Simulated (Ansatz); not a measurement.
System: MoSeS (P-3m1, No. 164, 6 atoms in the cell; start mp-1221404). Method: r²SCAN (plane waves, PAW; Ansatz, a program for electronic structure).

Input file:

Ansatz 0.2 input:
```yaml
crystal:
  lattice:
    - [3.2520151276, 0.0, 0.0]
    - [-1.6260075638, 2.816327714, 0.0]
    - [0.0, 0.0, 13.5627893347]
  atoms:
    - { symbol: Mo, position: [0.0, 0.0, 0.2619142029] }
    - { symbol: Mo, position: [0.0, 0.0, 0.7380857971] }
    - { symbol: Se, position: [0.6666666667, 0.3333333333, 0.8624901432] }
    - { symbol: Se, position: [0.3333333333, 0.6666666667, 0.1375098568] }
    - { symbol: S, position: [0.3333333333, 0.6666666667, 0.373878438] }
    - { symbol: S, position: [0.6666666667, 0.3333333333, 0.626121562] }
basis:
  ecutwfc: 560
  ecutrho_ratio: 4
  xc_grid: 3
kpoints:
  mp_grid: { grid: [12, 12, 4] }
  band_path:
    path:
      - [0.0, 0.0, 0.0]
      - [0.045455, 0.0, 0.0]
      - [0.090909, 0.0, 0.0]
      - [0.136364, 0.0, 0.0]
      - [0.181818, 0.0, 0.0]
      - [0.227273, 0.0, 0.0]
      - [0.272727, 0.0, 0.0]
      - [0.318182, 0.0, 0.0]
      - [0.363636, 0.0, 0.0]
      - [0.409091, 0.0, 0.0]
      - [0.454545, 0.0, 0.0]
      - [0.5, 0.0, 0.0]
      - [0.472222, 0.055556, 0.0]
      - [0.444444, 0.111111, 0.0]
      - [0.416667, 0.166667, 0.0]
      - [0.388889, 0.222222, 0.0]
      - [0.361111, 0.277778, 0.0]
      - [0.333333, 0.333333, 0.0]
      - [0.307692, 0.307692, 0.0]
      - [0.282051, 0.282051, 0.0]
      - [0.25641, 0.25641, 0.0]
      - [0.230769, 0.230769, 0.0]
      - [0.205128, 0.205128, 0.0]
      - [0.179487, 0.179487, 0.0]
      - [0.153846, 0.153846, 0.0]
      - [0.128205, 0.128205, 0.0]
      - [0.102564, 0.102564, 0.0]
      - [0.076923, 0.076923, 0.0]
      - [0.051282, 0.051282, 0.0]
      - [0.025641, 0.025641, 0.0]
      - [0.0, 0.0, 0.5]
      - [0.045455, 0.0, 0.5]
      - [0.090909, 0.0, 0.5]
      - [0.136364, 0.0, 0.5]
      - [0.181818, 0.0, 0.5]
      - [0.227273, 0.0, 0.5]
      - [0.272727, 0.0, 0.5]
      - [0.318182, 0.0, 0.5]
      - [0.363636, 0.0, 0.5]
      - [0.409091, 0.0, 0.5]
      - [0.454545, 0.0, 0.5]
      - [0.5, 0.0, 0.5]
      - [0.472222, 0.055556, 0.5]
      - [0.444444, 0.111111, 0.5]
      - [0.416667, 0.166667, 0.5]
      - [0.388889, 0.222222, 0.5]
      - [0.361111, 0.277778, 0.5]
      - [0.333333, 0.333333, 0.5]
      - [0.307692, 0.307692, 0.5]
      - [0.282051, 0.282051, 0.5]
      - [0.25641, 0.25641, 0.5]
      - [0.230769, 0.230769, 0.5]
      - [0.205128, 0.205128, 0.5]
      - [0.179487, 0.179487, 0.5]
      - [0.153846, 0.153846, 0.5]
      - [0.128205, 0.128205, 0.5]
      - [0.102564, 0.102564, 0.5]
      - [0.076923, 0.076923, 0.5]
      - [0.051282, 0.051282, 0.5]
      - [0.025641, 0.025641, 0.5]
    npoints: 1
hamiltonian:
  xc: r2scan
  dispersion: none
  pseudopotentials: { kind: paw }
scf:
  occupations: { method: fermi_dirac, width: 0.01 }
  convergence: { dr2_threshold: 0.0000000006 }
output:
  forces: true
  stress: true
  eigenvalues: true
  write_bands: true
```

Excerpt of the program's output:

```
Crystal: 6 atoms, lattice volume = 124.218 Å³
Basis set: ecut = 560 eV, 3737 PW (Γ), exchange–correlation on 81×81×324 points (27 copies of the dense FFT grid, shifted against one another)
Bands: 44, of which v1, the nominal top of the filled ones, is band 36 counted from 1 (35 counted from 0)
Symmetry: 12 space group operations
Space group: P-3m1 (ITA 164), of the structure as read, at distance tolerance 5.0e-5 Å
k-points: 69 of 576
Functional: x = r2scan, c = r2scan; τ floored in thin density (d = 2e-4 eV/Å³)
SCF iter   1: F=—  HF=-22708.143529 eV  |F-HF|=—  |Δ(HF+E_count)|=         —  Δρ=1.15e-2  dr2=4.98e-1  dr2_τ=8.05e-2
SCF iter   2: F=—  HF=-22708.179402 eV  |F-HF|=—  |Δ(HF+E_count)|=   3.59e-2  Δρ=5.02e-3  dr2=2.97e-2  dr2_τ=1.28e-2
  ...
SCF iter   9: F=—  HF=-22708.186291 eV  |F-HF|=—  |Δ(HF+E_count)|=   2.88e-8  Δρ=1.30e-6  dr2=2.43e-9  dr2_τ=7.80e-11
SCF iter  10: F=-22708.186291 eV  HF=-22708.186291 eV  |F-HF|=8.37e-11  |Δ(HF+E_count)|=   2.73e-9  Δρ=2.52e-7  dr2=8.67e-11  dr2_τ=4.92e-12
SCF 1 converged in 10 iterations: F = -22708.186291 eV  dr2 = 8.67e-11
SCF converged after 10 iterations
Free energy (F): -22708.186291 eV
Internal energy: -22708.186291 eV  (E = F + TS)
E sigma→0 (E₀):  -22708.186291 eV
Fermi energy:    10.705498 eV
--- Forces (eV/Å), atoms counted from 1 ---
  atom   1  Mo     0.00000000     0.00000000     0.00236914
  atom   2  Mo    -0.00000000     0.00000000    -0.00236914
  atom   3  Se     0.00000000     0.00000000     0.00276761
  atom   4  Se     0.00000000    -0.00000000    -0.00276761
  atom   5  S      0.00000000    -0.00000000     0.00112945
  atom   6  S      0.00000000     0.00000000    -0.00112945
--- Stress (GPa, compression-positive) ---
        0.008997       0.000000      -0.000000
        0.000000       0.008997       0.000000
        0.000000       0.000000       0.014400
  P = ⅓ Tr σ = 0.0108 GPa (0.108 kbar)
```

The PAW data were made under PBE.

Note: the cell has widely spaced layers and the level no dispersion term, so their spacing and the moduli can rest on weak binding.

It cost about 40 core-seconds (a rough figure) of CPU time.

A start named mp-… is a Materials Project structure, which need not be a measured phase.
